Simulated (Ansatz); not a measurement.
SiO2 (P4₁2₁2, No. 92), treated with PBE-D3(BJ) in Ansatz (plane waves, PAW).

Settings: plane-wave cutoff 520 eV, 8×8×6 k mesh (along the axes of the cell as run), Fermi–Dirac smearing 0.01 eV, scalar-relativistic PAW data made under PBE.

Properties against volume:

Shape and atoms are relaxed at each volume.

| V (Å³/atom) | P (GPa) | direct gap at Γ (eV) | c (Å) | a (Å) |
|---|---|---|---|---|
| 13.321 | 0.78 | 5.705 | 6.697 | 4.886 |
| 13.599 | 0.36 | 5.677 | 6.757 | 4.914 |
| 13.876 | -0.01 | 5.649 | 6.815 | 4.943 |
| 14.154 | -0.33 | 5.622 | 6.873 | 4.971 |
| 14.431 | -0.63 | 5.594 | 6.930 | 4.999 |

A straight line through the gaps at Γ against ln V gives a volume deformation potential dE_g(Γ)/d ln V of -1.4 eV: the gap at Γ widens under compression.

Note: the bulk modulus comes from volumes at which shape and atoms were relaxed.

Ansatz is a first-principles code.
